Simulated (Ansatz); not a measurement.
## TlBr: response to strain

The parent structure is TlBr in the CsCl type structure (space group Pm-3m, No. 221; a = 4.0532 Å).

Strains are applied to the cell and any free atomic positions relax.

The values are results of plane-wave PAW DFT at the PBE level (Ansatz, a program for electronic structure, 420 eV), no SOC, not measurements.

Base values:

The width of the top valence band comes out as 1.68 eV.

Task: The aim is a width of the top valence band between 2.08 eV and 2.21 eV. Which of these changes reaches it?
(A) isotropic strain −0.50 %
(B) isotropic strain −1.00 %
(C) isotropic strain −3.00 %
(D) isotropic strain +2.50 %
(E) isotropic strain +1.00 %

Result: C, isotropic strain −3.00 %. It gives 2.13 eV; isotropic strain +2.50 % gives 1.35 eV; isotropic strain +1.00 % gives 1.54 eV; isotropic strain −0.50 % gives 1.75 eV; isotropic strain −1.00 % gives 1.83 eV. Changes not listed may reach it too

Spin-orbit coupling, missing from the scalar runs, can matter with Tl. The levels and masses belong to the bands next to the band gap. Stability against distortions was not tested.
